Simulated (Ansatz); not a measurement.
**Effect of biaxial strain −0.42 %, plane normal [111], relaxed out of plane on Pd**

The reference is Pd in the fcc (Cu type) structure (space group Fm-3m, No. 225; a = 3.841 Å; relaxed with 0.1 eV smearing). Axes: x, y, z lie along the cube axes.

One thing is altered: biaxial strain −0.42 %, plane normal [111], relaxed out of plane (Cartesian); in-plane vectors clamped, the third vector and the atoms free.

The values are results of Ansatz (a quantum-chemistry and plane-wave program) LDA, spin-orbit coupling left out, not measurements. Settings: 29×29×29 k-points, 0.1 eV Fermi–Dirac smearing.

```json
[
 {"quantity": "shortest interatomic distance", "base": "2.716 Å", "changed": "2.705 Å", "shift": "-0.011 Å"},
 {"quantity": "energy relative to the base (free energy F)", "base": "0 meV/atom", "changed": "+0.6 meV/atom", "shift": "+0.6 meV/atom"},
 {"quantity": "pressure (mean of the normal stresses, compression positive)", "base": "0.0 GPa", "changed": "1.0 GPa", "shift": "+1.0 GPa"},
 {"quantity": "band gap", "base": "zero", "changed": "zero", "shift": "–"},
 {"quantity": "out-of-plane strain", "base": "–", "changed": "+0.40 %", "shift": "–"},
 {"quantity": "mean in-plane stress (compression positive)", "base": "–", "changed": "+1.5 GPa", "shift": "–"}
]
```

Final structure (turned so that z lies along the plane normal):

```
Pd
1.0
    2.70487     0.00000     0.00000
    1.35243     2.34248     0.00000
    1.35243    -0.78083     2.22666
Pd
1
Direct
  0.00000   0.00000   0.00000
```

Whether these cells are dynamically stable was not tested. The final runs are not spin-polarised.
